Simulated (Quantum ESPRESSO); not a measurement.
Troubleshooting Quantum ESPRESSO: a failed run on Tl (P6_3/mmc, 2 atoms in the cell). The aim is a zone-centre phonon calculation with DFT, PBE, plane waves, SSSP 1.1.2 efficiency (PBE) pseudopotentials.

The self-consistent step had converged with these keywords: prefix = scf; ecutwfc = 40 Ry; ecutrho = 320 Ry; occupations = smearing; smearing = cold; degauss = 0.0099958 Ry; potentials = {Tl: Tl_pbe_v1.2.uspp.F.UPF}; K_POINTS = automatic 14 14 8 0 0 0; conv_thr = 1e-09 Ry; mixing_beta = 0.5. The next shown step is ph.x.

The input file:

```fortran
phonons at the zone centre
&inputph
    prefix = 'scf',
    outdir = './out',
    tr2_ph = 1.0d-14,
    fildyn = 'dyn.G',
    niter_ph = 3,
/
0.0 0.0 0.0
```

Log, with long lists cut:

```
     Representation #   1 mode #   1

     Self-consistent Calculation

      iter #   1   av.it.:   6.6
      thresh= 1.000E-02 alpha_mix =  0.700 |ddv_scf|^2 =  1.177E-04

      iter #   2   av.it.:  11.2
      thresh= 1.085E-03 alpha_mix =  0.700 |ddv_scf|^2 =  2.100E-04

      iter #   3   av.it.:  10.0
      thresh= 1.449E-03 alpha_mix =  0.700 |ddv_scf|^2 =  3.510E-08
     End of self-consistent calculation

     No convergence has been achieved
   JOB DONE.
STOP 1
```

Find the mistake and give the fix.

The fault is an iteration limit that is too low. The loop is cut before its threshold is met, so whatever is printed at the end is not self-consistent. To fix it, raise the limit, or leave it to the default. The run ended unconverged in one of its stages.

On the sound input: the starting cell comes from a database of computed structures (which also holds hypothetical and non-ambient phases and stackings), without a prior relaxation at this level. Its lattice was rescaled by a random factor within 2.5 % of one.
